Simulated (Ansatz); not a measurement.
For SiGe (model structure, started from the InPb type, R-3m, No. 166, 2 atoms in the cell), LDA in Ansatz (plane waves, PAW) gives:

| Quantity | Value |
|---|---|
| equilibrium lattice constant a | 2.835 Å |
| lattice parameter c | 14.095 Å |
| bulk modulus B0 | 82.2 GPa |
| cohesive energy | 4.48 eV/atom |

Task: What does r²SCAN (Ansatz, a program for electronic structure, PAW) give for the same quantities?

Result: 
- lattice constant a: 2.862 Å (rises by 1.0 %)
- lattice parameter c: 14.294 Å (grows by 1.4 %)
- bulk modulus: 72.1 GPa (drops by 12 %)
- cohesive energy: 3.52 eV/atom (falls by 0.96 eV/atom)

Changes are worked out from the printed values.

Unless a cell is named, each level is at its own relaxed cell (LDA 16.35, r²SCAN 16.90 Å³/atom).

Caveats: the bulk modulus is −V dP/dV from two relaxed cells at ±2 % in volume (LDA, r²SCAN). Ansatz's density-functional and Hartree–Fock values are scalar-relativistic unless marked +SOC, with PAW data made under PBE.

A model structure was made by putting elements into a prototype or built by hand; it is no filed structure, need not be a known phase, and can be a saddle point held by its symmetry.
